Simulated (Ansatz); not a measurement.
Phonon-limited transport in PtCu (R-3m)

Given:

```
CuPt
1.0
    1.35095     0.77997     4.23753
   -1.35095     0.77997     4.23753
    0.00000    -1.55995     4.23753
Cu Pt
1 1
Direct
  0.00000   0.00000   0.00000
  0.50000   0.50000   0.50000
```

Level of theory: PBEsol, DFPT electron-phonon coupling, linearised Boltzmann equation (plane waves, PAW, scalar-relativistic; Ansatz, a quantum-chemistry and plane-wave program). How the cell was made: relaxed with this functional, without spin-orbit coupling.

```json
{
 "resistivity at 300 K": "2.9 (x), 2.9 (y), 4.5 (z) μΩ·cm",
 "resistivity at 77 K": "0.42 (x), 0.42 (y), 0.75 (z) μΩ·cm",
 "electron mean free path at 300 K (weighted by the current that each state carries)": "26 (x), 26 (y), 33 (z) nm",
 "density of states at the Fermi level": "0.39 states/(eV·spin·cell)"
}
```

A metal at this level (no band gap). Only scattering by harmonic phonons is included (no impurities, grain boundaries, electron-electron scattering or thermal expansion). Spin-orbit coupling is left out, which matters with elements this heavy. The run warned that the eigensolver left some states short of its tolerance. Halving the electron mesh (28x28x28) moves the resistivity by up to 9 % at 300 K, the mean free path by up to 6 %. Smearing 0.20 eV; phonons on a 6x6x6 q mesh, which this run doesn't test and which matters most at low temperature.

Computed structure with no diffraction record at hand here (it may be known, metastable or hypothetical): PtCu (R-3m).
